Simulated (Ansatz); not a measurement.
Abridged Ansatz (an electronic-structure program) output:

```
Pseudopotential: Pt, paw, valence charge 18
Pseudopotential: Co, paw, valence charge 17
Pseudopotential: O, paw, valence charge 6
Crystal: 4 atoms, lattice volume = 42.089 Å³
Basis set: ecut = 420 eV, 835 PW (Γ), exchange–correlation on 90×90×90 points (8 copies of the dense FFT grid, shifted against one another)
Bands: 28, of which v1, the nominal top of the filled ones, is band 24 counted from 1 (23 counted from 0)
Symmetry: 12 space group operations
k-points: 489 of 4913
Functional: x = pbe(κ = 0.804, μ = 0.2195149727645171), c = pbe(β = 0.06672455060314922)
SCF iter   1: F=—  HF=-18782.438113 eV  |F-HF|=—  |Δ(HF+E_count)|=         —  Δρ=5.37e-3  dr2=9.19e-3  ethr=1.77e-3  ⟨swp⟩=6.4  Hψ=54184  notcnv=0
SCF iter   2: F=—  HF=-18782.438218 eV  |F-HF|=—  |Δ(HF+E_count)|=   1.05e-4  Δρ=2.71e-3  dr2=3.40e-3  ethr=1.95e-5  ⟨swp⟩=1.6  Hψ=19869  notcnv=0
SCF 1 converged in 10 iterations: F = -18782.437962 eV  dr2 = 2.76e-10
SCF converged after 10 iterations
Free energy (F): -18782.437962 eV
Internal energy: -18782.430118 eV  (E = F + TS)
E sigma→0 (E₀):  -18782.434040 eV
Entropy (-TS):   -0.007844 eV (-1.961 meV/atom)
Fermi energy:    16.029824 eV
--- Forces (eV/Å), atoms counted from 1 ---
  atom   1  Pt    -0.00000000     0.00000000    -0.00000000
  atom   2  Co     0.00000000     0.00000000     0.00000000
  atom   3  O      0.00000000     0.00000000     0.00056701
  atom   4  O      0.00000000    -0.00000000    -0.00056701
--- Stress (GPa, compression-positive) ---
       -0.007334       0.000000       0.000000
        0.000000      -0.007334      -0.000000
        0.000000      -0.000000      -0.009814
  P = ⅓ Tr σ = -0.0082 GPa (-0.082 kbar)
```

**Question.** What was computed, and what are the main results?

**Answer.** CoPtO2, 4 atoms in the cell, with PBE (Ansatz; PAW; 420 eV plane waves; no SOC). The last SCF converged to F = -18782.437962 eV, or -4695.6095 eV per atom, at a pressure of -0.01 GPa. The total energy compares only with runs of the same code, potentials and settings.

Whether these cells are dynamically stable was not tested. Seeded moments were not kept for the base. No Hubbard U is applied and the magnetic state is the run's own (CoPtO2 non-magnetic); small cells can't hold the antiferromagnetic order that many such compounds have, so gaps and moments can be off. All final runs are without spin polarisation. An odd electron count without spin: CoPtO2. The cell is CoPtO2 (space group R-3m, No. 166; non-magnetic).
